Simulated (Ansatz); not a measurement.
What W → Hf does to W

Consider W in the bcc (W type) structure (space group Im-3m, No. 229; a = 3.154 Å).

Now apply this change: Hf takes the place of W on all its sites; the structure is relaxed again.

Method: PBEsol (Ansatz, a quantum-chemistry and plane-wave program; PAW; 420 eV plane waves; spin-orbit coupling left out). k-mesh 19×19×19 (Γ-centred); smearing 0.05 eV (Fermi–Dirac), for the changed cell.

- Volume per atom = 21.26 Å³ (base 15.69 Å³)
- Density = 13.94 g/cm³ (base 19.45 g/cm³)
- Lattice parameter a = 3.490 Å (base 3.154 Å)
- Space group = Im-3m (No. 229) (base Im-3m (No. 229))
- Shortest interatomic distance = 3.023 Å (base 2.732 Å)
- Band gap = zero (base zero)

Cost of the whole job for the changed cell (relaxation, final SCF and bands): around 70 core-seconds (rough).

Stability against distortions was not tested. The final runs are not spin-polarised. This is not the structure that Hf has at room temperature and ambient pressure.
